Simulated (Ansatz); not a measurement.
Data:

```xyz
2
Lattice="3.0799 0.0000 0.0000 0.0000 3.0799 0.0000 0.0000 0.0000 3.0799" Properties=species:S:1:pos:R:3 pbc="T T T"
Al     1.5400     1.5400     1.5400
Ru     0.0000     0.0000     0.0000
```

No spin polarisation.

All numbers come from DFT with PBE, PAW potentials and a 420 eV plane-wave cutoff in Ansatz (a program for electronic structure), no SOC. k-mesh 19×19×19 (Γ-centred); smearing 0.1 eV (Fermi–Dirac).

**Question.** Estimate the pressure.

**Answer.** -12.7 GPa.

**Question.** Predict the band gap.

**Answer.** Zero.

**Question.** Estimate the space group.

**Answer.** Pm-3m (No. 221).

The cells carry an imposed strain or load. Whether these cells are dynamically stable was not tested. All final runs are without spin polarisation. The cell was made from AlRu in the CsCl type structure (space group Pm-3m, No. 221) by this change: isotropic strain +2.50 %.
